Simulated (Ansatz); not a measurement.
Si under load (space group I4_1/amd), r2SCAN with spin-orbit coupling, rigid bands run with Ansatz (a quantum-chemistry and plane-wave program). Condition of this run: uniaxial stress zz = 2 GPa (compression positive) (the target of the relaxation). Band gap 0.54 eV, N_c = 9.66e18 cm⁻³ and N_v = 4.85e18 cm⁻³ at 300 K, conductivity masses along y (a = (0.00, 2.73, 2.68) Å; b = (2.73, 0.00, 2.68) Å; c = (2.73, 2.73, 0.00) Å) of 0.208 mₑ (electrons) and 0.323 mₑ (holes). Take k_BT = 0.02585 eV.

What thermal injection velocity √(2k_BT/πm) limits a ballistic channel along the direction named?

1.18e7 cm/s for electrons and 9.47e6 cm/s for holes, a ratio of √(m_h/m_e) = 1.25, for dilute carriers.

Find the intrinsic carrier density and the intrinsic Fermi level.

n_i = √(N_c N_v) exp(−E_g/2k_BT) = 6.84e18 × exp(−10.44) = 2.0e14 cm⁻³. The level lies (k_BT/2) ln(N_v/N_c) = -9 meV from mid-gap (positive towards the conduction band). Each 0.1 eV added to the gap lowers n_i by a factor of 6.9.

What built-in voltage has an abrupt junction with N_A = 1e16 and N_D = 1e17 cm⁻³, all dopants ionised?

V_bi = E_g/e − (k_BT/e) ln(N_c N_v/(N_A N_D)) = 0.54 − 0.02585 × 10.75 = 0.26 V, for the computed gap.

Rigid bands with the computed gap; masses take one relaxation time for all states.
